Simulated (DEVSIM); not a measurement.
Structure: abrupt Si p-n junction, at 300 K.

Layer 1 from the left is Si, thickness (μm) 9.10, Na (cm⁻³) 2.6e17, τn (s) 4.4e-6, τp (s) 4.4e-6. Layer 2 from the left is Si, thickness (μm) 200, Nd (cm⁻³) 3.1e15, τn (s) 4.4e-6, τp (s) 4.4e-6.

Left contact: ohmic. Right contact: ohmic. Voltage is applied to the left contact. Recombination: SRH at mid-gap, radiative, Auger. Mobility is μmin + (μ − μmin)/(1 + (N/Nref)^α).

The device is made up for the run: typed textbook-type constants, with dimensions and the other settings drawn at random. Values at 300 K.

Si: gap (eV) 1.124, affinity (eV) 4.05, permittivity 11.7, Nc (cm⁻³) 2.86e19, Nv (cm⁻³) 3.1e19, μn (cm²/Vs) 1417, μp (cm²/Vs) 470, μn,min 52, μp,min 45, Nref,n 9.7e16, Nref,p 2.2e17, αn 0.68, αp 0.72, B (cm³/s) 4.7e-15, Cn (cm⁶/s) 2.8e-31, Cp (cm⁶/s) 9.9e-32.

Model (solved in DEVSIM): 1D drift-diffusion, Boltzmann statistics, complete ionisation; no tunnelling, impact ionisation, image-force lowering or self-heating.

Dark forward current:

```
|V| (V)  |J| (A/cm²)
-------  -----------
0.05        1.882e-9
0.10        6.997e-9
0.15        2.295e-8
0.20        8.049e-8
0.25        3.313e-7
0.30        1.652e-6
0.35        9.605e-6
0.40        6.120e-5
0.45       0.0004078
0.50        0.002763
0.55         0.01847
0.60          0.1100
0.65          0.4790
0.70           1.505
0.75           3.842
0.80           8.365
0.85           15.84
0.90           26.75
0.95           41.36
1.00           59.82
1.05           82.21
1.10           108.6
1.15           138.9
1.20           173.3
1.25           211.8
1.30           254.2
```

Q: Work out the local ideality factor n = ΔV / (kT/q · ln(J2/J1)) between the rows 0.15 and 0.20 V, 0.45 and 0.50 V, 1.25 and 1.30 V.

A: kT/q = 25.85 mV. From 0.15 to 0.20 V: ln(8.049e-8/2.295e-8) = 1.255, n = 1.54. From 0.45 to 0.50 V: ln(0.002763/0.0004078) = 1.913, n = 1.01, near the 1 of diffusion or emission over a barrier. From 1.25 to 1.30 V: ln(254.2/211.8) = 0.182, n = 10.60.

Q: Estimate the current at 0.45 V from the Shockley equation with J0 = Σ q ni² D/(N L) coth(W/L), τ joining the SRH, radiative and Auger lifetimes that are on, and W taken as the whole layer.

A: ni² = 1.16e20 cm⁻⁶; electrons in the p layer: μ = 514 cm²/Vs, D = 13.3 cm²/s, τ = 4.25e-6 s, L = 75.2 μm, W/L = 0.12, term 1.05e-12 A/cm²; holes in the n layer: μ = 451 cm²/Vs, D = 11.7 cm²/s, τ = 4.40e-6 s, L = 71.6 μm, W/L = 2.8, term 9.82e-12 A/cm². J0 = 1.09e-11 A/cm², and J = J0 exp(qV/kT) = 0.000395 A/cm². The simulation gives 0.000408 A/cm²; the estimate lies 3.2 % below. The estimate leaves out recombination in the depletion region and that region's share of W.
